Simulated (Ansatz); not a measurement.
# Computed paths: interstitial Li in amorphous Si27O54 (a melt-quenched model of 81 atoms), charge state +1

Defect migration in amorphous Si27O54 (a melt-quenched model of 81 atoms): interstitial Li, charge state +1. Level of theory: PBE, PAW (plane waves to 420 eV; Ansatz, a program for electronic structure).

Settings: 81 host sites, the glass model's own volume, the Γ point alone, smearing 0.01 eV, spin-restricted, no image-charge correction. Static, classical nuclei. This is one neighbourhood of one small, fast-quenched model, and the added charge may sit on a native defect of the glass. The charge state is imposed; whether it is stable for some Fermi level was not computed. Sites that were not tried may lie lower.

Barriers: single points on a 2×2×2 k-point mesh shifted by half a step at the bands' geometries.

```
Route                           Start site over the lowest site run (eV)  Hop (Å)  Forward barrier (eV)  Backward barrier (eV)                       Neighbours at the start  Neighbours at the saddle  Saddle order  Forward, on the band's own sampling (eV)
------------------------------  ----------------------------------------  -------  --------------------  ---------------------  --------------------------------------------  ------------------------  ------------  ----------------------------------------
Li moves alone to another site                                      0.24     1.95                  0.16                   0.14  O at 1.91, O at 2.00, O at 2.06, O at 2.23 Å    O at 1.84, O at 1.92 Å   not checked                                      0.16
```

Paths come from nudged elastic bands with a climbing image.   A further band (Li moves alone to another site, 3.56 Å) gave 0.37 eV forward on its own sampling, 0.37 eV above the lowest site run, but a shoulder points to a second hump between its images, so it is not taken as a result.

The whole set of runs took very roughly 3 core-hours.
